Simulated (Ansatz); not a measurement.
# YbSi$_{2}$ in the fluorite structure (space group Fm-3m, No. 225; a hypothetical phase, not in the database extracts checked)

YbSi$_{2}$ is modelled in the cubic space group Fm-3m (No. 225), the fluorite structure, Pearson symbol cF12. Cell: a = b = c = 6.431 Å, α = β = γ = 90.00°. Yb on 4a is coordinated by 8 Si at 2.785 Å (cubic). Si on 8c has 4 Yb at 2.785 Å (tetrahedral). (Neighbours: up to the widest gap in distance over summed covalent radii, below 1.35, at either atom; cation-cation and far metal-metal contacts left out.)
(The calculation used a cell of 3 atoms; values per cell refer to that cell.)

All numbers come from Ansatz (a first-principles code), r2SCAN, PAW, cutoff 500 eV, scalar-relativistic without spin-orbit coupling. k-mesh 13×13×13 (Γ-centred); smearing 0.05 eV (Fermi–Dirac).

The volume per atom is 22.17 Å³, the density is 5.72 g/cm³ and the band gap comes out as zero. The total energy is -5027.786 eV/atom (σ→0; compares only within this code and set-up).

The state of the 4f shell was not checked for lower solutions. No phonon test of stability was made. Seeded moments were not kept for the base. The final runs are not spin-polarised.
